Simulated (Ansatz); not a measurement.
# MoS₂ (model structure, started from the 3R-MoS2 type, R3m, No. 160, 3 atoms in the cell)

All values below come from PBE-D3(BJ) in Ansatz (plane waves, PAW).

Numerical settings: plane-wave cutoff 500 eV, 14×14×14 k mesh, Fermi–Dirac smearing 0.05 eV, no spin polarisation, scalar-relativistic PAW data made under PBE.

Cell (relaxed at this level):

```
CELL_PARAMETERS angstrom
      1.57652     0.91020     5.99802
     -1.57652     0.91020     5.99802
      0.00000    -1.82041     5.99801
ATOMIC_POSITIONS crystal
  Mo 0.00002 0.00002 0.00002
  S  0.75353 0.75353 0.75353
  S  0.57975 0.57975 0.57975
```

```
Property                        Value
--------  ---------------------------
band gap  0.80 eV (on the SCF k mesh)
```

Note: the relaxation could raise the start's symmetry but not lower it, so the cell can be a saddle point.

Spin–orbit coupling is not included.

A model structure was made by putting elements into a prototype or built by hand; it is no filed structure, need not be a known phase, and can be a saddle point held by its symmetry.

Ansatz is a quantum-chemistry and plane-wave program.
